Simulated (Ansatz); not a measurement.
The starting structures come from a database of crystals and need not be the phases stable at ambient conditions.

The decay constant κ of evanescent states in the gap governs leakage through a thin film.

Given:

```xyz
5
Lattice="5.1950 0.0000 0.0000 0.0000 7.3468 0.0000 0.0000 3.6734 3.6734" Properties=species:S:1:pos:R:3 pbc="T T T"
Sr     2.5975     1.8367     1.8367
Sr     2.5975     5.5101     1.8367
Sr     0.0000     3.6734     0.0000
Sb     0.0000     0.0000     0.0000
N      2.5975     3.6734     0.0000
```

Space group of this cell: Pm-3m, anti-perovskite. The cell is taken as given.

Transport runs along the normal of the first two printed cell vectors, the (110) plane of the conventional cell.

The gap is the functional's own. No spin-orbit coupling. Mid-gap values are interpolated on the energy grid.

**Question.** Compute, with r2SCAN (Ansatz, a first-principles code), the band gap and the smallest decay constant κ at mid-gap.

**Answer.** Gap 0.58 eV on a 8×8×8 mesh; κ = 0.087 1/Å, at the zone centre.
